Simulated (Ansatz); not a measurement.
The reference is WSe$_{2}$ (space group P6_3/mmc, No. 194; a = 3.230 Å, c = 12.411 Å; layered, stacked along the Cartesian z axis). Axes: x lies along a and z along c of the hexagonal cell.

The values are results of PBEsol-D3(BJ) (Ansatz, a quantum-chemistry and plane-wave program), no spin-orbit coupling, not measurements.

Strains are applied to the cell and any free atomic positions relax.

One change was made to it. Results:

The energy grows by 2.2 meV/atom; the shortest interatomic distance shrinks by 0.004 Å (2.511 Å → 2.507 Å); the valence-band top at Γ (three highest levels, from the VBM) changes from 0.00, -0.78, -1.48 eV to 0.00, -0.63, -1.55 eV; the band gap decreases by 0.10 eV, from 0.67 eV to 0.57 eV; the smallest direct gap decreases by 0.10 eV (1.65 eV → 1.55 eV).

**Question.** Which change produced these results?
A. uniaxial strain ε_zz = −2.40 %
B. uniaxial strain ε_zz = −1.80 %
C. uniaxial strain ε_zz = −1.20 %
D. uniaxial strain ε_zz = −3.00 %
E. uniaxial strain ε_zz = −0.60 %

**Answer.** B, uniaxial strain ε_zz = −1.80 %. For comparison, the energy relative to the base in the other runs: uniaxial strain ε_zz = −0.60 % gives +0.2 meV/atom; uniaxial strain ε_zz = −2.40 % gives +4.1 meV/atom; uniaxial strain ε_zz = −1.20 % gives +0.9 meV/atom; uniaxial strain ε_zz = −3.00 % gives +6.6 meV/atom.

Spin-orbit coupling, missing from the scalar runs, can matter with W. Whether these cells are dynamically stable was not tested.
